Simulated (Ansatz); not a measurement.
Hypothetical diamond Be: uniaxial strain ε_xx = +3.05 %

Consider Be in the diamond structure (space group Fd-3m, No. 227; a = 4.875 Å; a hypothetical phase, not in the database extracts checked; relaxed with 0.1 eV smearing). Axes: x, y, z lie along the cube axes.

Now apply this change: uniaxial strain ε_xx = +3.05 %, all other strain components held at zero, atoms relaxed at fixed cell.

The values are results of PBEsol/PAW in Ansatz (a quantum-chemistry and plane-wave program), no SOC, not measurements. Γ-centred 20×20×20 mesh, Fermi–Dirac width 0.1 eV.

The volume per atom increases by 0.44 Å³, from 14.49 Å³ to 14.93 Å³ and the space group goes from Fd-3m (No. 227) to I4_1/amd (No. 141). The shortest interatomic distance rises by 0.022 Å (2.111 Å → 2.133 Å) and the energy stays essentially unchanged. The pressure (mean of the normal stresses, compression positive) goes from zero to -1.3 GPa and the band gap remains zero. The stress (xx, yy, zz, yz, xz, xy; compression positive) comes out as (-0.1, -1.9, -1.9, 0.0, 0.0, 0.0) GPa.

No phonon test of stability was made.
